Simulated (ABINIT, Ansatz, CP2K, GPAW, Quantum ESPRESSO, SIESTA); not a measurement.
## One structure in several programs: GeRh (Pnma, 8 atoms in the cell)

Self-consistent single point.

```xyz
8
Lattice="5.6863 0.0000 0.0000 0.0000 3.3018 0.0000 0.0000 0.0000 6.4730" Properties=species:S:1:pos:R:3 pbc="T T T"
Ge     4.5960     2.4764     2.8250
Ge     1.0903     0.8255     3.6480
Ge     3.9335     0.8255     6.0615
Ge     1.7529     2.4764     0.4115
Rh     5.6604     2.4764     5.1565
Rh     0.0259     0.8255     1.3165
Rh     2.8691     0.8255     1.9200
Rh     2.8172     2.4764     4.5530
```

All programs got the same cell, k-point mesh and kind of occupations (in Ansatz's words: kpoints.mp_grid.grid = 3 6 3; scf.occupations.method = gaussian; scf.occupations.width = 0.1 eV); potentials, basis and cutoffs are each program's usual ones.

```
code                                                                                                                                      model  pressure (GPa)  largest force (eV/Å)  k-points       cutoff
----------------  -----------------------------------------------------------------------------------------------------------------------------  --------------  --------------------  --------  -----------
Quantum ESPRESSO                                                                             PBEsol, PSlibrary ultrasoft (PBE) pseudopotentials           -2.43                 0.098        16        60 Ry
Ansatz                                                                                                          PBEsol, PAW files made with PBE           -4.17                 0.075        16      default
ABINIT                                                           PBEsol, norm-conserving pseudopotentials (PseudoDojo nc-sr-04 PBEsol standard)           -3.93                 0.073        16        44 Ha
SIESTA            GGA PBEsol, numerical atomic orbitals DZP, PseudoDojo PBEsol standard norm-conserving potentials (rewritten from UPF to PSML)           -1.99                 0.331        29  grid 300 Ry
CP2K                                                                 PBEsol, GPW, DZVP-MOLOPT-SR-GTH basis, GTH-PBE potentials (GTH_POTENTIALS)            1.21                 0.148        28  grid 500 Ry
GPAW                                                                                      PBEsol, GPAW PAW datasets PBEsol (made by gpaw-setup)           -3.24                 0.071        16       550 eV
```

Size of the force on each atom (eV/Å): Sizes of forces hide their directions.

```
code                Ge1    Ge2    Ge3    Ge4    Rh5    Rh6    Rh7    Rh8
----------------  -----  -----  -----  -----  -----  -----  -----  -----
Quantum ESPRESSO  0.056  0.056  0.056  0.056  0.098  0.098  0.098  0.098
Ansatz            0.075  0.075  0.075  0.075  0.051  0.051  0.051  0.051
ABINIT            0.073  0.073  0.073  0.073  0.059  0.059  0.059  0.059
SIESTA            0.331  0.331  0.331  0.331  0.206  0.206  0.206  0.206
CP2K              0.090  0.090  0.090  0.090  0.148  0.148  0.148  0.148
GPAW              0.071  0.071  0.071  0.071  0.054  0.054  0.054  0.054
```

The spread over the programs that give each value: pressure within 5.38 GPa; largest force within 0.260 eV/Å.

The starting cell comes from a database of computed structures (which also holds hypothetical and non-ambient phases and stackings), without a prior relaxation at this level. Its lattice was rescaled by a random factor within 2.5 % of one. On Ansatz's run: Spin polarisation is off. In the base run, with a pressure of about -4 GPa the cell is away from its equilibrium volume at this level. Without a gap this mesh is coarse (it stands for a supercell whose shortest vector is 17 Å).

Task: Why do the programs differ, and what cannot be compared?

Result: Differences of this kind can come from the potentials, where these differ, and from what each basis and cutoff leave unconverged. The valence holds different numbers of electrons (Quantum ESPRESSO 84, Ansatz (a quantum-chemistry and plane-wave program) 124, ABINIT 124, SIESTA 124, CP2K 84, GPAW 76). The zero of total energies and Fermi levels follows the potentials and each program's conventions, so they are not compared here. SIESTA and CP2K use small atom-centred bases, whose incompleteness enters pressures, forces and empty levels differently from a plane-wave cutoff. Ansatz's pressure is given at a fixed set of plane waves, as the other plane-wave codes print theirs; with its correction for the finite basis it is -4.09 GPa. The programs reduce the same mesh by symmetry to different extents, which changes the work and not the result. In the pressure, Quantum ESPRESSO (by 1.16), SIESTA (by 1.60) and CP2K (by 4.79) lie more than 1 GPa from the median of the plane-wave programs. In the force vectors, SIESTA (by 0.301) and CP2K (by 0.099) lie more than 0.08 eV/Å from the median of the plane-wave programs.

The shared mesh is coarse (it stands for a supercell whose shortest vector is 17 Å), so the values are not converged in it.

Left out of this page: Elk and FLEUR (not drawn, or without a comparable value).

Keys are those of Ansatz 0.2.
